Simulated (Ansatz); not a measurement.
Start from SiC (space group P6_3mc, No. 186; a = 3.094 Å, c = 10.129 Å). Axes: x lies along a and z along c of the hexagonal cell.

(Cell as relaxed with PBE.)

Levels (all Ansatz, an electronic-structure program, PAW, earlier PAW set): PBE (420 eV, no SOC); r2SCAN (500 eV, spin-orbit coupling left out).

Each level relaxes its own structure.

| base | PBE | r2SCAN |
|---|---|---|
| volume per atom | 10.50 Å³ | 10.33 Å³ |
| lattice parameter a | 3.094 Å | 3.078 Å |
| band gap | 2.22 eV | 2.60 eV |

It is then changed as follows: uniaxial stress, 0.5 GPa tension along x, with the cell and atoms free to relax against it.

```tsv
quantity	PBE	r2SCAN
valence-band top at Γ (three highest levels, from the VBM)	0.00, -0.01, -0.05 eV	…
energy relative to the base (free energy F)	0.0 meV/atom	…
electron mass	0.28 mₑ along x, 0.58 mₑ along y, 0.31 mₑ along z (at M)	…
volume per atom	10.51 Å³	…
```

Given the PBE results, estimate those of r2SCAN.


- valence-band top at Γ (three highest levels, from the VBM), r2SCAN: 0.00, -0.01, -0.05 eV
- energy relative to the base (free energy F), r2SCAN: 0.0 meV/atom
- electron mass, r2SCAN: 0.28 mₑ along x, 0.54 mₑ along y, 0.31 mₑ along z (at M)
- volume per atom, r2SCAN: 10.34 Å³

PBE's volume per atom lies 0.164 Å³ above r2SCAN's (1.6 %); the two agree on the valence-band top at Γ and energy relative to the base. Neither level is exact; r2SCAN is the comparison here, not a measurement.

Load acts through the strain it causes; cell and atoms are relaxed under it. Masses are band curvatures over ±0.01 Å⁻¹ around the edge. Beyond what the load breaks, stability against distortions was not tested.
